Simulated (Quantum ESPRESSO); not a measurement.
Worked example: self-consistent single point of AlCuF5 (P1, 7 atoms in the cell) in Quantum ESPRESSO.

Method: PBEsol, PSlibrary PAW (PBE) pseudopotentials (plane waves; Quantum ESPRESSO).

```
CELL_PARAMETERS angstrom
     -1.79672     3.12823     3.69055
      1.79672    -3.12823     3.69055
      1.79672     3.12823    -3.69055
ATOMIC_POSITIONS crystal
  Al 0.48659 0.49595 0.00355
  Cu 0.01567 0.01554 0.00619
  F  0.79099 0.50036 0.27517
  F  0.18087 0.47840 0.69166
  F  0.26037 0.27056 0.01111
  F  0.76675 0.75223 0.00610
  F  0.49876 0.98696 0.50622
```
Moments meant for the start (each program seeds them in its own way; μB, in the order of the atoms Al Cu F F F F F): 0.0 1.0 0.0 0.0 0.0 0.0 0.0.

Reference input (self-consistent single point, DFT, PBEsol, plane waves, PSlibrary PAW (PBE) pseudopotentials): ecutwfc = 55 Ry; ecutrho = 330 Ry; occupations = smearing; smearing = fd; degauss = 0.0036749 Ry; nspin = 2; input_dft = pbesol; K_POINTS = automatic 5 7 7 0 0 0; conv_thr = 1e-10 Ry; mixing_beta = 0.3. This run's input differs from it in these lines:

```diff
@@ -13,4 +13,4 @@
   ntyp = 3
-  ecutwfc = 55
-  ecutrho = 330
+  ecutwfc = 22
+  ecutrho = 132
   occupations = 'smearing'
```

Output, abridged:

```
     Self-consistent Calculation

     iteration #  1     ecut=    22.00 Ry     beta= 0.30

     total energy              =    -540.86096127 Ry
     estimated scf accuracy    <       0.82549626 Ry

     total magnetization       =     1.00 Bohr mag/cell
     absolute magnetization    =     1.02 Bohr mag/cell

     iteration #  2     ecut=    22.00 Ry     beta= 0.30

     total energy              =    -540.95239269 Ry
     estimated scf accuracy    <       0.14328864 Ry

     total magnetization       =     1.00 Bohr mag/cell
     absolute magnetization    =     1.01 Bohr mag/cell

     iteration #  3     ecut=    22.00 Ry     beta= 0.30

   [... lines left out ...]

     total magnetization       =     1.00 Bohr mag/cell
     absolute magnetization    =     1.04 Bohr mag/cell

     iteration # 16     ecut=    22.00 Ry     beta= 0.30

     Magnetic moment per site  (integrated on atomic sphere of radius R)
     atom   1 (R=0.135)  charge=  0.2644  magn=  0.0030
     atom   2 (R=0.146)  charge=  8.2458  magn=  0.6568
     atom   3 (R=0.135)  charge=  5.8729  magn=  0.0694
     atom   4 (R=0.135)  charge=  5.8549  magn=  0.0724
     atom   5 (R=0.135)  charge=  5.9310  magn=  0.0514
     atom   6 (R=0.135)  charge=  5.8584  magn=  0.0809
     atom   7 (R=0.135)  charge=  5.9406  magn=  0.0077
     End of self-consistent calculation

     Number of k-points >= 100: set verbosity='high' to print the bands.

     the Fermi energy is     2.2291 ev

!    total energy              =    -540.94261421 Ry
     estimated scf accuracy    <          3.5E-12 Ry
     smearing contrib. (-TS)   =      -0.00088678 Ry
     internal energy E=F+TS    =    -540.94172742 Ry

     total magnetization       =     1.00 Bohr mag/cell
     absolute magnetization    =     1.04 Bohr mag/cell

     convergence has been achieved in  16 iterations

     Forces acting on atoms (cartesian axes, Ry/au):

     atom    1 type  1   force =    -0.02221882   -0.00409774    0.08455211
     atom    2 type  2   force =     0.00267371   -0.00491243   -0.06102055
     atom    3 type  3   force =     0.00175782    0.01334635   -0.00279674
   [... lines left out ...]

     Total force =     0.127794     Total SCF correction =     0.000013

          total   stress  (Ry/bohr**3)                   (kbar)     P=    -2380.32
  -0.01625641   0.00001600   0.00003071        -2391.40        2.35        4.52
   0.00001600  -0.01642013  -0.00008611            2.35    -2415.49      -12.67
   0.00003071  -0.00008611  -0.01586664            4.52      -12.67    -2334.06

   JOB DONE.
```

The run converged in 16 iterations. Against the reference run the free energy goes up by 4.78 eV/atom, the pressure goes from -2.24 to -238.0 GPa, the largest force goes from 2.449 to 2.250 eV/Å and the size of the net moment stays at 0.14 μB/atom.

The starting cell comes from a database of computed structures (which also holds hypothetical and non-ambient phases and stackings), without a prior relaxation at this level. Its atoms were displaced at random from the sites of space group no. 71. With one magnetic atom in the cell only a parallel order is possible. Forces in this geometry exceed 1 eV/Å. At the lowered cutoff the pressure carries the error of an incomplete plane-wave basis.

Cost on one core of a shared machine: roughly 20 min.
